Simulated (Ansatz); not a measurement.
GaP (F-43m), r2SCAN with spin-orbit coupling, rigid bands in Ansatz (a first-principles code): Condition of this run: hydrostatic pressure 2 GPa (the target of the relaxation). band gap 1.78 eV, N_c = 3.92e19 cm⁻³ and N_v = 2.23e19 cm⁻³ at 300 K, conductivity masses of 0.339 mₑ (electrons) and 0.471 mₑ (holes). Take k_BT = 0.02585 eV.

Q: What thermal injection velocity √(2k_BT/πm) limits a ballistic channel?

A: 9.24e6 cm/s for electrons and 7.84e6 cm/s for holes, a ratio of √(m_h/m_e) = 1.18, for dilute carriers.

Q: Find the intrinsic carrier density and the intrinsic Fermi level.

A: n_i = √(N_c N_v) exp(−E_g/2k_BT) = 2.96e19 × exp(−34.43) = 3.3e4 cm⁻³. The level lies (k_BT/2) ln(N_v/N_c) = -7 meV from mid-gap (positive towards the conduction band). Each 0.1 eV added to the gap lowers n_i by a factor of 6.9.

Q: What built-in voltage has an abrupt junction with N_A = 1e17 and N_D = 1e18 cm⁻³, all dopants ionised?

A: V_bi = E_g/e − (k_BT/e) ln(N_c N_v/(N_A N_D)) = 1.78 − 0.02585 × 9.08 = 1.55 V. It follows the computed gap one for one.

Rigid, parabolic bands with the computed gap; masses take one relaxation time for all states.
